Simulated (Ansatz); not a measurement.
For W in the bcc (W type) structure at 600 K, quasi-harmonic approximation with PBEsol in Ansatz (a first-principles code) gives a volume expansion coefficient α_V = 11.76 × 10⁻⁶ K⁻¹, an isothermal bulk modulus B_T = 376.0 GPa, a molar volume V_m = 9.114 cm³/mol and C_V = 25.23 J/(mol K). The run noted for some of its cells that some bands missed the eigensolver's tolerance. Spin-orbit coupling is not included. The pressure is 15 GPa. The structure is held there; whether it is the stable one at that pressure was not tested.

Problem. Work out the Grüneisen parameter, C_P and the adiabatic bulk modulus.

Solution. γ = α_V B_T V_m / C_V = 1.60. C_P − C_V = α_V² B_T V_m T = 0.28 J/(mol K), so C_P = 25.52 J/(mol K). B_S = B_T C_P/C_V = B_T (1 + α_V γ T) = 380.3 GPa.
